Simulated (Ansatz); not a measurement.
SiO2 (Pbcn, No. 60; cell taken from a computed entry) was calculated with LDA (Ansatz, a first-principles code, plane waves, PAW).

Numerical settings: plane-wave cutoff 520 eV, 8×8×8 k mesh, scalar-relativistic PAW data made under PBE.

Computed at the level's own relaxed cell.

Hill averages of the elastic tensor: K = 328.8 GPa, G = 233.6 GPa. Volume 7.524 Å³/atom, mean atomic mass 20.028 u.

**Question.** Work out the density, the sound velocities of a polycrystal and the elastic Debye temperature at this level.

**Answer.** ρ = 1.66054 × 20.028/7.524 = 4.420 g/cm³. v_l = √[(K + 4G/3)/ρ] = 12.036 km/s and v_t = √(G/ρ) = 7.270 km/s. The mean follows from 3/v_m³ = 1/v_l³ + 2/v_t³: v_m = 8.037 km/s. Θ_D = (ħ/k_B) v_m (6π²/V)^(1/3) = 76.38 K Å s/km × 8.037 × 1.9891 Å⁻¹ = 1221 K, counting all atoms of the cell.

Note: the relaxation could not lower the start's symmetry, so the cell can be a saddle point above a distorted one.
